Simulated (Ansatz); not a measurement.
**Bi: response to strain**

The parent structure is Bi in the A7 type structure (space group R-3m, No. 166; layered).

```xyz
2
Lattice="2.2603 1.3050 4.0094 -2.2603 1.3050 4.0094 0.0000 -2.6099 4.0094" Properties=species:S:1:pos:R:3 pbc="T T T"
Bi     0.0000     0.0000     2.8111
Bi     0.0000     0.0000     9.2172
```

Cartesian axes are those of the cell as printed.

Strains are applied to the cell and any free atomic positions relax; under biaxial strain the out-of-plane vector relaxes too.

Method: plane-wave PAW DFT at the r2SCAN+rVV10 level (Ansatz, an electronic-structure program, 500 eV), spin-orbit coupling left out.

Notes on the quantities. pressure: mean of the normal stresses, compression positive; energy relative to the base: free energy F.

| change | volume per atom | pressure | energy relative to the base |
|---|---|---|---|
| base | 35.48 Å³ | 0.0 GPa | 0 meV/atom |
| biaxial strain +0.33 %, plane normal [001], relaxed out of plane | 35.56 Å³ | -0.2 GPa | +0.2 meV/atom |
| isotropic strain +5.10 % | 41.19 Å³ | … | … |
| uniaxial strain ε_xx = −3.93 % | 34.08 Å³ | 1.9 GPa | +14 meV/atom |
| uniaxial strain ε_yy = −1.05 % | 35.11 Å³ | 0.5 GPa | +1.0 meV/atom |
| uniaxial strain ε_yy = +0.83 % | 35.77 Å³ | -0.3 GPa | +0.6 meV/atom |

Problem. Complete the table.

Solution. 
- isotropic strain +5.10 %, pressure: -3.9 GPa
- isotropic strain +5.10 %, energy relative to the base: +81 meV/atom

Stability against distortions was not tested.
